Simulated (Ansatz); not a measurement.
The starting structures come from a database of crystals and need not be the phases stable at ambient conditions.

The decay constant κ of evanescent states in the gap governs leakage through a thin film.

Given:

```yaml
crystal:
  lattice:
    - [4.79242, 0.00000, 0.00000]
    - [-2.39621, 4.15036, 0.00000]
    - [2.39621, 1.38345, 3.91300]
  atoms:
    - { symbol: Tl, position: [0.00000, 0.00000, 0.00000] }
    - { symbol: Br, position: [0.00000, 0.50000, 0.50000] }
```

The cell was relaxed by PBE-D3(BJ); by PBEsol it stands under a pressure of -1.6 GPa.

Transport runs along the normal of the first two printed cell vectors, the (111) plane of the conventional cell.

The gap is the functional's own. No spin-orbit coupling. Mid-gap values are those at the computed energy nearest the middle.

Estimate the band gap and the smallest decay constant κ at mid-gap that PBEsol (Ansatz, an electronic-structure program) returns for this system.

Gap 2.19 eV on a 10×10×10 mesh; κ = 0.242 1/Å, at the zone centre.
